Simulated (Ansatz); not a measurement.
Base system: MgS in the rock salt structure (space group Fm-3m, No. 225).

```yaml
crystal:
  lattice:
    - [0.00000, 2.60157, 2.60157]
    - [2.60157, 0.00000, 2.60157]
    - [2.60157, 2.60157, 0.00000]
  atoms:
    - { symbol: S, position: [0.00000, 0.00000, 0.00000] }
    - { symbol: Mg, position: [0.50000, 0.50000, 0.50000] }
```

Cartesian axes are those of the cell as printed.

The values are results of r2SCAN (Ansatz, a first-principles code, PAW, scalar-relativistic without spin-orbit coupling), not measurements.

Strains are applied to the cell and any free atomic positions relax; under biaxial strain the out-of-plane vector relaxes too.

One change was made to it. Results:

| quantity | base | after |
|---|---|---|
| energy relative to the base (free energy F) | 0 meV/atom | +85 meV/atom |
| band gap | 3.46 eV | 3.73 eV |

Task: What was done to the base?
A. tensor shear ε_xy = +2.92 %
B. tensor shear ε_xz = +0.49 %
C. biaxial strain +3.66 %, plane normal [001], relaxed out of plane
D. biaxial strain −4.72 %, plane normal [001], relaxed out of plane
E. isotropic strain −4.33 %

Result: E, isotropic strain −4.33 %. For comparison, the band gap in the other runs: biaxial strain +3.66 %, plane normal [001], relaxed out of plane gives 3.12 eV; tensor shear ε_xz = +0.49 % gives 3.41 eV; biaxial strain −4.72 %, plane normal [001], relaxed out of plane gives 3.32 eV; tensor shear ε_xy = +2.92 % gives 3.03 eV.

Whether these cells are dynamically stable was not tested.
